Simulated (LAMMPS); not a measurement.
Simulation of Si (diamond structure), 1728 atoms, at 760 K and 0 GPa, heated as the crystal.

All values are model results, not measurements: classical MD, pair style tersoff, file SiC_Erhart-Albe.tersoff (LAMMPS).

```yaml
state_found: crystal; no diffusion seen in 30 ps
density: 2.2975 ± 0.0001 g/cm³
volume_per_atom: 20.2991 ± 0.0009 Å³
enthalpy_per_atom: -4.4281 ± 0.0001 eV
first peak of g(r): 2.35 Å, height 6.1
coordination_number: 4.00 (counted to 3.02 Å)
most common Si-Si-Si angle: in the 3° bin centred on 109.5° (mean of all 109°)
mean_frequency_of_the_velocity_spectrum: 11.5 THz
cost: about 6 core-minutes (a rough figure)
```

Potential: file SiC_Erhart-Albe.tersoff of the LAMMPS distribution; its header cites Erhart and Albe, Phys Rev B, 71, 035211 (2005).

States go by the mean squared displacement: a species diffuses where it passes 1.5 Å², still rises and gives D over 1e-6 cm²/s; a crystal has left its structure where atoms lie 0.35 Å off their sites on average or a cubic box changes its shape by 3 %.

The ± values are statistical; the model's systematic error is not in them.
